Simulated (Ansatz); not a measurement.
Consider CsSnI3 in the cubic perovskite structure (space group Pm-3m, No. 221).

```
CELL_PARAMETERS angstrom
      6.03051     0.00000     0.00000
      0.00000     6.03051     0.00000
      0.00000     0.00000     6.03051
ATOMIC_POSITIONS crystal
  Cs 0.00000 0.00000 0.00000
  Sn 0.50000 0.50000 0.50000
  I  0.50000 0.00000 0.50000
  I  0.00000 0.50000 0.50000
  I  0.50000 0.50000 0.00000
```

Cartesian axes are those of the cell as printed.

The values are results of LDA (Ansatz, a program for electronic structure; PAW; 420 eV plane waves; no SOC), not measurements.

Strains are applied to the cell and any free atomic positions relax; under biaxial strain the out-of-plane vector relaxes too.

One change was made to it. Results:

```tsv
quantity	base	after
pressure (mean of the normal stresses, compression positive)	0.0 GPa	1.1 GPa
shortest interatomic distance	3.015 Å	2.943 Å
band gap	zero	zero
energy relative to the base (free energy F)	0 meV/atom	+9.8 meV/atom
```

Q: Which of these changes matches the shifts?
(A) biaxial strain −0.60 %, plane normal [001], relaxed out of plane
(B) biaxial strain −1.80 %, plane normal [001], relaxed out of plane
(C) biaxial strain −2.40 %, plane normal [001], relaxed out of plane
(D) biaxial strain −1.20 %, plane normal [001], relaxed out of plane

A: C, biaxial strain −2.40 %, plane normal [001], relaxed out of plane. For comparison, the energy relative to the base in the other runs: biaxial strain −1.20 %, plane normal [001], relaxed out of plane gives +2.4 meV/atom; biaxial strain −1.80 %, plane normal [001], relaxed out of plane gives +5.4 meV/atom; biaxial strain −0.60 %, plane normal [001], relaxed out of plane gives +0.6 meV/atom.

With I present, leaving out spin-orbit coupling can change the band edges. Stability against distortions was not tested. The final runs are not spin-polarised. Many cubic perovskites are stable only at high temperature; tilts and polar distortions were not tested. Gaps under 0.05 eV, about the width of the smearing, are given as zero. A zero or small gap of CsSnI3 can be the functional's error rather than a property of the material.
